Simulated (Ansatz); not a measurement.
A self-consistent single point of Zr₂Au (I4mm, 3 atoms in the cell) with Ansatz (a quantum-chemistry and plane-wave program).

Method of the run: PBEsol, default PAW files made with PBE (plane waves; Ansatz).

```yaml
crystal:
  lattice:
    - [-1.65513, 1.65513, 5.84295]
    - [1.65513, -1.65513, 5.84295]
    - [1.65513, 1.65513, -5.84295]
  atoms:
    - { symbol: Zr, position: [0.66398, 0.66398, 0.00000] }
    - { symbol: Zr, position: [0.34030, 0.34030, 0.00000] }
    - { symbol: Au, position: [0.00000, 0.00000, 0.00000] }
```

Reference input (self-consistent single point, DFT, PBEsol, plane waves, default PAW files made with PBE): basis.ecutwfc = 420 eV; kpoints.mp_grid.grid = 12 12 12; hamiltonian.xc = pbesol; hamiltonian.pseudopotentials = {kind: paw} (the program's default PAW files); scf.occupations.method = fermi_dirac; scf.occupations.width = 0.1 eV. This run's input differs from it in these lines:

Ansatz 0.2 input:
```diff
@@ -13,3 +13,3 @@
 kpoints:
-  mp_grid: { grid: [12, 12, 12] }
+  mp_grid: { grid: [6, 6, 6] }
 hamiltonian:
@@ -18,3 +18,3 @@
 scf:
-  occupations: { method: fermi_dirac, width: 0.1 }
+  occupations: { method: fermi_dirac, width: 0.05 }
 output:
```

The program printed (abridged):

```
SCF iter   1: F=—  HF=-21265.640021 eV  |F-HF|=—  |Δ(HF+E_count)|=         —  Δρ=5.70e-3  dr2=1.93e-2  ethr=1.77e-3  ⟨swp⟩=3.9  Hψ=2656  notcnv=0
all-band conjugate gradients solve this SCF's bands
preconditioner: auto → Kerker (q_TF=auto, 2.553 Å⁻¹)
SCF iter   2: F=—  HF=-21265.638803 eV  |F-HF|=—  |Δ(HF+E_count)|=   1.22e-3  Δρ=3.16e-3  dr2=8.01e-3  ethr=4.50e-5  ⟨swp⟩=2.0  Hψ=1211  notcnv=0
SCF iter   3: F=—  HF=-21265.637676 eV  |F-HF|=—  |Δ(HF+E_count)|=   1.13e-3  Δρ=7.55e-4  dr2=5.28e-4  ethr=1.86e-5  ⟨swp⟩=2.0  Hψ=891  notcnv=0
SCF iter   4: F=—  HF=-21265.637575 eV  |F-HF|=—  |Δ(HF+E_count)|=   1.01e-4  Δρ=2.24e-4  dr2=3.44e-5  ethr=1.23e-6  ⟨swp⟩=2.0  Hψ=1040  notcnv=0
SCF iter   5: F=—  HF=-21265.637567 eV  |F-HF|=—  |Δ(HF+E_count)|=   7.59e-6  Δρ=3.79e-5  dr2=1.09e-6  ethr=8.00e-8  ⟨swp⟩=2.5  Hψ=1062  notcnv=0
SCF iter   6: F=-21265.637567 eV  HF=-21265.637567 eV  |F-HF|=1.44e-8  |Δ(HF+E_count)|=   1.06e-7  Δρ=8.28e-6  dr2=4.87e-8  ethr=2.33e-10  ⟨swp⟩=5.7  Hψ=3347  notcnv=0
SCF 1 converged in 6 iterations: F = -21265.637567 eV  dr2 = 4.87e-8
Free energy (F): -21265.637567 eV
Internal energy: -21265.621734 eV  (E = F + TS)
E sigma→0 (E₀):  -21265.629650 eV
Entropy (-TS):   -0.015833 eV (-5.278 meV/atom)
Fermi energy:    15.687715 eV
--- Forces (eV/Å), atoms counted from 1 ---
  atom   1  Zr     0.00000000     0.00000000    -0.34390919
  atom   2  Zr    -0.00000000     0.00000000     0.29693903
  atom   3  Au     0.00000000    -0.00000000     0.04678298
--- Stress (GPa, compression-positive) ---
       -4.862739       0.000000       0.000000
        0.000000      -4.862739      -0.000000
        0.000000       0.000000      -4.803154
  P = ⅓ Tr σ = -4.8429 GPa (-48.429 kbar)
  The stress holds the Pulay correction. Without it, at fixed plane waves, as pw.x and ABINIT print it: P = -4.8684 GPa
```

The run converged in 6 iterations. Against the reference run the free energy goes up by 5.9 meV/atom, the pressure moves little (-4.85 to -4.84 GPa) and the largest force goes from 0.401 to 0.344 eV/Å.

The starting cell comes from a database of computed structures (which also holds hypothetical and non-ambient phases and stackings), without a prior relaxation at this level. Its lattice was rescaled by up to half a per cent. One atom was moved a little off its site on purpose. With a pressure of about -5 GPa the cell is away from its equilibrium volume at this level. Ansatz's pressure includes its estimate of the finite-basis (Pulay) stress.
